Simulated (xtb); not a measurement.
xtb 6.7.1, GFN2-xTB: Fc1cc(F)c(F)c(-c2ccc(-c3ccc4c(c3)sc3ccccc34)s2)c1F, 38 atoms. The geometry is a generated start, not checked to be a minimum at this level.

```
Quantity                   Value
-----------------  -------------
run flags                 --grad
method                  GFN2-xTB
--acc                1 (default)
--etemp (K)        300 (default)
basis functions              134
valence electrons            138
```

One run each on 1 thread. Values of broydamp tried: 0.02, 0.05, 0.1, 0.2, 0.4 (default), 0.6, 0.8, 1.

Task: Predict the course of the SCC iterations along this series.

Result: Fewest SCC iterations, within one of each other: 0.2 with 13, 0.4 (default) with 12, 0.6 with 13, 0.8 with 13. The count rises to 19 at 0.02. All converge to one solution.

```tsv
broydamp	SCC iterations	end
0.02	19	same solution
0.05	16	same solution
0.1	15	same solution
0.2	13	same solution
0.4 (default)	12	same solution
0.6	13	same solution
0.8	13	same solution
1	14	same solution
```
